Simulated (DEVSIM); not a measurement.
Device: W/AlN/n-Ge capacitor, at 250 K.

```tsv
layer (left to right)	material	thickness (nm)	Nd (cm⁻³)
1	AlN	3.90	-
2	Ge	1200	2.4e17
```

Metal gate on the left, work function 4.6 eV. Fixed charge at the semiconductor interface 0 cm⁻² (in units of +e); no interface traps.

This is a model device: material constants are rounded textbook-type values typed into the input, and sizes, dopings and lifetimes were drawn at random. Values at 300 K; Nc and Nv go as T^1.5, mobilities as T to minus their exponent, the gap by Varshni's rule with the affinity fixed.

```csv
parameter,AlN,Ge
gap (eV),6.1,0.664
affinity (eV),1.9,4
permittivity,8.5,16
Nc (cm⁻³),-,1.04e19
Nv (cm⁻³),-,6e18
Varshni α (eV/K),-,0.000477
Varshni β (K),-,235
```

Simulated with DEVSIM: 1D Poisson equation in equilibrium, Boltzmann statistics, complete ionisation; no quantum confinement or tunnelling. Metal contacts follow the ideal Schottky-Mott rule: no Fermi-level pinning, no interface dipoles.

Base results: threshold voltage (band bending 2φF) (V) -0.15; capacitance of the dielectric stack (μF/cm²) 1.93; minimum of the low-frequency capacitance (μF/cm²) 0.225; flat-band voltage (V) 0.52.

Q: What follows from this one change: temperature 250 → 400 K?

A: threshold voltage (band bending 2φF) -0.15 → 0.00 V; capacitance of the dielectric stack little changed (1.93 μF/cm²); minimum of the low-frequency capacitance 0.225 → 0.309 μF/cm²; flat-band voltage 0.52 → 0.46 V.

Q: What follows from this one change: fixed charge 0 → -2.91e+12 cm^-2?

A: threshold voltage (band bending 2φF) -0.15 → 0.10 V; capacitance of the dielectric stack little changed (1.93 μF/cm²); minimum of the low-frequency capacitance little changed (0.225 μF/cm²); flat-band voltage 0.52 → 0.77 V.

Q: What follows from this one change: AlN thickness 0.0039 → 0.0021 μm?

A: threshold voltage (band bending 2φF) -0.15 → -0.09 V; capacitance of the dielectric stack 1.93 → 3.58 μF/cm²; minimum of the low-frequency capacitance 0.225 → 0.237 μF/cm²; flat-band voltage little changed (0.52 V).

Q: What follows from this one change: gate work function 4.6 → 4.75 eV?

A: threshold voltage (band bending 2φF) -0.15 → 0.00 V; capacitance of the dielectric stack little changed (1.93 μF/cm²); minimum of the low-frequency capacitance little changed (0.225 μF/cm²); flat-band voltage 0.52 → 0.67 V.
